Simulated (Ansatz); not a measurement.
A dielectric-response calculation of N₂ (P2_13, 8 atoms in the cell) with Ansatz (a program for electronic structure).

Method: LDA (PW92), default PAW files made with PBE (plane waves; Ansatz).

```xyz
8
Lattice="5.7860 0.0000 0.0000 0.0000 5.7860 0.0000 0.0000 0.0000 5.7860" Properties=species:S:1:pos:R:3 pbc="T T T"
N      0.3697     0.3697     0.3697
N      2.5233     5.4163     3.2627
N      3.2627     2.5233     5.4163
N      5.4163     3.2627     2.5233
N      5.5207     5.5207     5.5207
N      3.1584     0.2653     2.6277
N      2.6277     3.1584     0.2653
N      0.2653     2.6277     3.1584
```

Reference input (self-consistent single point, DFT, LDA (PW92), plane waves, default PAW files made with PBE): basis.ecutwfc = 420 eV; kpoints.mp_grid.grid = 5 5 5; hamiltonian.xc = lda; hamiltonian.pseudopotentials = {kind: paw} (the program's default PAW files); scf.occupations.method = fixed. This run's input differs from it in these lines:

Ansatz 0.2 input:
```diff
@@ -19,3 +19,4 @@
   mp_grid:
-    grid: [5, 5, 5]
+    grid: [3, 3, 3]
+    shift: [0.5, 0.5, 0.5]
 hamiltonian:
@@ -27,6 +28,4 @@
     method: fixed
-output:
-  forces: true
-  eigenvalues: true
-  stress: true
+dielectric:
+  field_mesh: kpoints
```

The program printed (abridged):

```
SCF iter   1: F=—  HF=-2988.969934 eV  |F-HF|=—  |Δ(HF+E_count)|=         —  Δρ=7.04e-3  dr2=1.13e-1  ethr=1.77e-3  ⟨swp⟩=3.2  Hψ=1076  notcnv=0  defer=12
all-band conjugate gradients solve this SCF's bands
preconditioner: auto → Resta (q_TF=auto, 2.098 Å⁻¹)
SCF iter   2: F=—  HF=-2988.946696 eV  |F-HF|=—  |Δ(HF+E_count)|=   2.32e-2  Δρ=2.91e-3  dr2=1.88e-2  ethr=2.81e-4  ⟨swp⟩=3.0  Hψ=550  notcnv=0  defer=50
   [... lines left out ...]
SCF iter   6: F=—  HF=-2988.946563 eV  |F-HF|=—  |Δ(HF+E_count)|=   1.66e-5  Δρ=2.29e-5  dr2=4.14e-7  ethr=3.71e-8  ⟨swp⟩=2.4  Hψ=486  notcnv=0  defer=12
SCF iter   7: F=—  HF=-2988.946563 eV  |F-HF|=—  |Δ(HF+E_count)|=   1.74e-7  Δρ=2.29e-6  dr2=9.83e-9  ethr=1.04e-9  ⟨swp⟩=2.0  Hψ=444  notcnv=0  defer=12
SCF iter   8: F=—  HF=-2988.946563 eV  |F-HF|=—  |Δ(HF+E_count)|=  7.53e-10  Δρ=3.04e-7  dr2=1.62e-10  ethr=2.46e-11  ⟨swp⟩=2.6  Hψ=477  notcnv=0  defer=12
SCF iter   9: F=-2988.946563 eV  HF=-2988.946563 eV  |F-HF|=2.73e-12  |Δ(HF+E_count)|=  1.18e-10  Δρ=3.07e-8  dr2=1.54e-12  ethr=1.00e-12  ⟨swp⟩=5.3  Hψ=781  notcnv=0
SCF 1 converged in 9 iterations: F = -2988.946563 eV  dr2 = 1.54e-12
DFPT response loops at Γ: preconditioner auto → none (the input reference at scf.mixing.eps_inf says where Resta's filter doesn't serve); β = 0.50 …
Free energy (F): -2988.946563 eV
Internal energy: -2988.946563 eV  (E = F + TS)
E sigma→0 (E₀):  -2988.946563 eV
Fermi energy:    -6.181382 eV
--- Dielectric response (ions clamped): 1 representative field direction + reference, on 10 of 27 k-points (Σ response iterations 8) ---
  k mesh reduced under 2 symmetry operations, with k and −k counted as one. Each operation leaves every solved perturbation unchanged …
  ε∞ (high-frequency dielectric tensor):
        1.561810     0.000000     0.000000
   [... lines left out ...]
         0.00545    0.00206   -0.00627
         0.00627   -0.00545    0.00206
    site 7:
         0.00206    0.00627   -0.00545
         0.00545    0.00206    0.00627
        -0.00627    0.00545    0.00206
  Z* charge neutrality: 2.694e-6 e pre-enforcement
  k-mesh period / interband length: 17.4 Å / 0.60 Å = 29.00 at k = (0.1667, 0.1667, -0.5000), direct gap 7.712 eV — 14 or more, which is no proof of convergence
```

The run converged in 9 iterations. 

Summary of the result:
| Item | Value |
|---|---|
| Free energy E − TS (on the zero of these files) | -2988.9466 eV |
| Top of the valence band (on the code's own zero) | -6.18 eV |
| Gap on the k-point mesh | 7.52 eV |
| ε∞ at this k-point mesh, which may be far from converged in small-gap cells (xx, yy, zz) | 1.56, 1.56, 1.56 |
| Born charges at this mesh (mean of the diagonal, e) | N 0.00, N 0.00, N 0.00, N 0.00, N 0.00, N 0.00, N 0.00, N 0.00 |

The starting cell comes from a database of computed structures (which also holds hypothetical and non-ambient phases and stackings), without a prior relaxation at this level. Its lattice was rescaled by up to half a per cent. The shifted mesh does not hold Γ, so a gap read on it misses any band edge there.
